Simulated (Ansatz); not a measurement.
The reference is MgO in the rock salt structure (space group Fm-3m, No. 225; a = 4.2141 Å). Axes: x, y, z lie along the cube axes.

Perturbation: uniaxial stress, 1 GPa tension along x, with the cell and atoms free to relax against it.

Levels (all Ansatz, a quantum-chemistry and plane-wave program, PAW): PBEsol (420 eV, no spin-orbit coupling); r2SCAN (500 eV, no SOC).

The geometry is relaxed with PBEsol.

| Item | Value |
|---|---|
| PBEsol pressure | -0.33 GPa |
| PBEsol hole mass | 0.38 mₑ along x, 2.1 mₑ across (at Γ) |
| PBEsol gap character | direct at Γ |
| PBEsol lowest conduction level above the VBM at special points | Γ 4.59 eV; N 7.72 eV; X 8.93 eV; M 8.98 eV |

Task: What does r2SCAN give at this geometry for the pressure, hole mass, gap character and lowest conduction level above the VBM at special points?

Result: The pressure shrinks by 1.15 GPa to -1.48 GPa; the hole mass goes from 0.38 mₑ along x, 2.1 mₑ across (at Γ) to 0.41 mₑ along x, 2.1 mₑ across (at Γ); the gap character remains direct at Γ; the lowest conduction level above the VBM at special points goes from Γ 4.59 eV; N 7.72 eV; X 8.93 eV; M 8.98 eV to Γ 5.58 eV; N 8.79 eV; X 10.01 eV; M 10.07 eV.

Single points use the geometry relaxed with PBEsol. Their cutoffs differ, which shifts pressures a little. Load acts through the strain it causes; cell and atoms are relaxed under it. Effective masses come from finite differences of ±0.01 Å⁻¹. Beyond what the load breaks, stability against distortions was not tested. Labels are those of the standard path for the cell's own space group.
